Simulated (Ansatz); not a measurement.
Phonon-limited electron mobility of Si (Fd-3m) in cm²/(V·s), PBE, finite-displacement electron-phonon coupling, linearised Boltzmann equation run with Ansatz (a quantum-chemistry and plane-wave program). Condition of this run: measured lattice constant, not relaxed. Geometry: cell at a tabulated measured lattice constant.

```tsv
Condition	μ
150 K	…
200 K	3600
250 K	2160
300 K	1420
350 K	…
400 K	733
500 K	441
600 K	292
```

### Question
What belongs in the gaps?

### Answer

- 150 K, μ: 6700
- 350 K, μ: 995

### Question
What exponent p of μ ∝ T^−p fits 200 to 400 K (along x)?

### Answer
p ≈ 2.3; acoustic deformation-potential scattering alone gives 1.5.

Scattering by harmonic phonons alone: no impurities, screening or carrier-carrier scattering, bands fixed at 0 K. From a coarser fine mesh the values given move by up to 6 %. The mesh was bound by memory.
